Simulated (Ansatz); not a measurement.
## GaS under a change: S → Se

Consider GaS in the beta-GaS type structure (space group P6_3/mmc, No. 194; a = 3.591 Å, c = 15.450 Å; layered, stacked along the Cartesian z axis).

The change: every S is replaced by Se; the structure is relaxed again.

Computed with PBE-D3(BJ), PAW, 420 eV (Ansatz, a program for electronic structure; no spin-orbit coupling), earlier PAW set. Γ-centred 10×10×2 mesh, Fermi–Dirac width 0.05 eV, for the changed cell.

* **Volume per atom**: 24.55 Å³ (base 21.57 Å³)
* **Density**: 5.03 g/cm³ (base 3.92 g/cm³)
* **Lattice parameter a**: 3.769 Å (base 3.591 Å)
* **c/a ratio**: 4.235 (base 4.303)
* **Space group**: P6_3/mmc (No. 194) (base P6_3/mmc (No. 194))
* **Band gap**: 0.87 eV (base 1.56 eV)
* **Gap character**: direct at Γ (base indirect, Γ → M)
* **Width of the top valence band**: 2.25 eV (base 2.00 eV)
* **Electron mass**: 0.095 mₑ along c, 0.12 mₑ across (at Γ)
* **Hole mass**: 0.082 mₑ along c, 1.5 mₑ across (at Γ) (base 0.15 mₑ along c, 2.6 mₑ across (at Γ))
* **Valence-band top at Γ (three highest levels, from the VBM)**: 0.00, -1.20, -1.20 eV (base 0.00, -1.42, -1.42 eV)

Final structure:

```xyz
8
Lattice="3.7694 0.0000 0.0000 -1.8847 3.2644 0.0000 0.0000 0.0000 15.9623" Properties=species:S:1:pos:R:3 pbc="T T T"
Ga     0.0000     2.1763     2.7688
Ga     1.8847     1.0881    10.7500
Ga     1.8847     1.0881    13.1935
Ga     0.0000     2.1763     5.2124
Se     0.0000     2.1763     9.5715
Se     1.8847     1.0881     1.5903
Se     1.8847     1.0881     6.3908
Se     0.0000     2.1763    14.3720
```

Effective masses come from finite differences of ±0.01 Å⁻¹. Stability against distortions was not tested.
